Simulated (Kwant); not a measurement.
Model: Hückel tight-binding model, one pz orbital an atom, one spin, coherent transport at 0 K (Kwant). Conductance is in e²/h.

Device: π system c1ccc(cc1)-c1cccc(c1)-c1ccccc1 between two chain leads. The π system is taken as planar. Atoms are numbered from 0 in the order of the SMILES. Site energies (eV, carbon 0): [0.0, 0.0, 0.0, 0.0, 0.0, 0.0, 0.0, 0.0, 0.0, 0.0, 0.0, 0.0, 0.0, 0.0, 0.0, 0.0, 0.0, 0.0]. Bonds (i, j, β in eV): (0,1,-3) (1,2,-3) (2,3,-3) (3,4,-3) (4,5,-3) (3,6,-3) (6,7,-3) (7,8,-3) (8,9,-3) (9,10,-3) (10,11,-3) (10,12,-3) (12,13,-3) (13,14,-3) (14,15,-3) (15,16,-3) (16,17,-3) (5,0,-3) (11,6,-3) (17,12,-3). Leads: chains of hopping −4.5 eV, joined by −1.5 eV to atoms 1 and 8.

Site energies and bond integrals are typed Hückel values.

Sweep values stay those of the base run.

One input was changed, with this effect: transmission at E = 0 < 1e-12 → 0.027.

Task: Which change was it?
A. contacts moved from atoms [1, 8] to [0, 1]
B. contacts moved from atoms [1, 8] to [0, 8]
C. contacts moved from atoms [1, 8] to [2, 4]
D. contacts moved from atoms [1, 8] to [2, 8]
E. contacts moved from atoms [1, 8] to [1, 7]
F. contacts moved from atoms [1, 8] to [2, 13]

Result: A, contacts moved from atoms [1, 8] to [0, 1]
